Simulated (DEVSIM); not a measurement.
Device: Pt/Al2O3/p-Ge capacitor, at 400 K.

```
layer (left to right)  material  thickness (nm)  Na (cm⁻³)
---------------------  --------  --------------  ---------
1                         Al2O3            19.0          -
2                            Ge             780     1.2e17
```

Metal gate on the left, work function 5.6 eV. Fixed charge at the semiconductor interface 0 cm⁻² (in units of +e); no interface traps.

Constants are typed, rounded textbook-type inputs, not results; the design itself was drawn at random and stands for no fabricated device. Values at 300 K; Nc and Nv go as T^1.5, mobilities as T to minus their exponent, the gap by Varshni's rule with the affinity fixed.

```tsv
parameter	Al2O3	Ge
gap (eV)	6.8	0.664
affinity (eV)	1.35	4
permittivity	9	16
Nc (cm⁻³)	-	1.04e19
Nv (cm⁻³)	-	6e18
Varshni α (eV/K)	-	0.000477
Varshni β (K)	-	235
```

DEVSIM, 1D Poisson equation in equilibrium, Boltzmann statistics, complete ionisation; no quantum confinement or tunnelling. Metal contacts follow the ideal Schottky-Mott rule: no Fermi-level pinning, no interface dipoles.

Task: Give the band bending (positive: bands bend down) and minority sheet density.

Result: 
```
Vg (V)  ψs (V)  minority carriers (cm⁻²)
------  ------  ------------------------
0.1     -0.149                     1.3e9
0.4     -0.125                     1.3e9
0.7     -0.091                     1.3e9
1       -0.035                     1.3e9
1.3      0.067                     1.4e9
1.6      0.228                     7.9e9
1.9      0.367                    2.4e11
2.2      0.421                    8.4e11
2.5      0.451                    1.5e12
2.8      0.471                    2.3e12
```
